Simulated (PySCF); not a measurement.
PySCF 2.14.0, B3LYP/def2-svp, df: Sn(H)(F) ([F][SnH]), 3 atoms. The geometry is a generated start, not checked to be a minimum at this level.

```yaml
task: energy
method: b3lyp
basis: def2-svp
two_electron_scheme: density fitting
mol.max_memory: 3000 MB
mf.max_cycle: 100
mf.diis_space: 8 (default)
mf.conv_tol: 1e-09 (default)
mf.grids.level: 3 (default)
effective_core_potentials: those of the basis set, past Kr
basis_functions: 45
grid_points: 46032
```

```xyz
3

Sn     0.0860    -0.0976     0.8528
H     -0.9527    -1.1396    -0.3688
F      0.8667     1.2373    -0.4840
```

With the defaults (mf.DIIS = CDIIS, mf.diis = true, mf.init_guess = minao, mf.damp = 0, mf.diis_start_cycle = 1, mf.level_shift = 0) it converges in 11 Fock builds. One run each on 2 threads, 1 BLAS thread, with these changes:
- mf.init_guess = huckel
- mf.init_guess = mod_huckel
- mf.DIIS = ADIIS
- mf.damp = 0.3, mf.diis_start_cycle = 4
- mf.diis = false, mf.damp = 0.7, mf.diis_start_cycle = 999
- mf.DIIS = EDIIS
- mf.level_shift = 0.3 Hartree
- mf.damp = 0.7, mf.diis_start_cycle = 8
- mf.diis = false

### Question
Which of these changes keep the SCF from converging, or lead it to another solution?

### Answer
No convergence: mf.DIIS = EDIIS; mf.diis = false (the run ends without SCF convergence in 100 cycles). The rest reach the solution of the defaults.

```json
[
 {"setting": "the defaults", "Fock builds": "11", "end": "same solution"},
 {"setting": "mf.init_guess = mod_huckel", "Fock builds": "13", "end": "same solution"},
 {"setting": "mf.init_guess = huckel", "Fock builds": "13", "end": "same solution"},
 {"setting": "mf.damp = 0.3, mf.diis_start_cycle = 4", "Fock builds": "14", "end": "same solution"},
 {"setting": "mf.level_shift = 0.3 Hartree", "Fock builds": "16", "end": "same solution"},
 {"setting": "mf.damp = 0.7, mf.diis_start_cycle = 8", "Fock builds": "16", "end": "same solution"},
 {"setting": "mf.DIIS = ADIIS", "Fock builds": "22", "end": "same solution"},
 {"setting": "mf.diis = false, mf.damp = 0.7, mf.diis_start_cycle = 999", "Fock builds": "28", "end": "same solution"},
 {"setting": "mf.DIIS = EDIIS", "Fock builds": "101", "end": "no convergence"},
 {"setting": "mf.diis = false", "Fock builds": "101", "end": "no convergence"}
]
```
